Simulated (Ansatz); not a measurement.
Amorphous Si24O51Sb2, 77 atoms at 2.45 g/cm³, one PBE-relaxed geometry, zone centre. Methods: PBE, scalar-relativistic without spin-orbit coupling (Ansatz, a quantum-chemistry and plane-wave program); r2SCAN, scalar-relativistic without spin-orbit coupling (Ansatz); HSE06, scalar-relativistic without spin-orbit coupling (Ansatz). Plane waves to 420 eV (r2SCAN 500 eV); exact exchange is cut at the cell's faces. At PBE the levels at both edges of the gap are localised (band-tail or defect states), and the nearest spread-out levels lie 4.7 eV apart at the zone centre. The higher rungs were started with moments on some atoms, which died out.

A CHGNet melt-quench gave the starting glass, which DFT then relaxed. O atoms were pushed apart under 1.9 Å during the dynamics, to hinder bonds among them. The hot cell started wider than the set density and was brought back towards it in steps. It is the lowest in DFT energy of 2 quenches. It is a model cell: composition and starting density were chosen by hand, and all elements were melted together. No dispersion term was used. Its density started from a set value of 2.45 and ended at 2.45 g/cm³. The simulated quench (nominally 400 K/ps over its main leg) is rapid and tends to freeze in more defects than a deposited or slowly cooled glass has. Values belong to this one cell and scatter from quench to quench. The volume was held where the preparation left it and the shape relaxed, at a PBE pressure of -0.7 GPa (tension). Stress components on the final sampling reach 0.7 GPa.

The relaxation ran on the zone centre alone. At PBE the gap between localised states is 1.15 eV on a 2×2×2 Γ-centred mesh, and the spacing at the zone centre alone 1.17 eV.

Problem. What zone-centre spacing does r2SCAN give, roughly?

Solution. 1.52 eV (+0.35 eV against PBE).

Problem. What zone-centre spacing does HSE06 give, roughly?

Solution. 2.59 eV (+1.42 eV against PBE).

The highest filled and the lowest empty state spread over these numbers of atoms (participation numbers): PBE: 1.4 and 2.9; r2SCAN: 1.4 and 2.8; HSE06: 1.4 and 2.8.
